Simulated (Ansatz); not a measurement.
Consider HfO2 in the fluorite structure (space group Fm-3m, No. 225; a = 5.098 Å).

The values are results of PBE/PAW in Ansatz (a quantum-chemistry and plane-wave program), without spin-orbit coupling, not measurements.

For the base:

- Pressure = 0.00 GPa

It is then changed as follows: the cell is scaled by 1.0100 in all directions, atoms relaxed at fixed cell.

Question: Estimate the effect on the energy relative to the base and pressure.

Answer: The energy increases by 7.4 meV/atom; the pressure goes from zero to -6.88 GPa.

The cells carry an imposed strain or load. Stability against distortions was not tested. This is not the structure that HfO2 has at room temperature and ambient pressure.
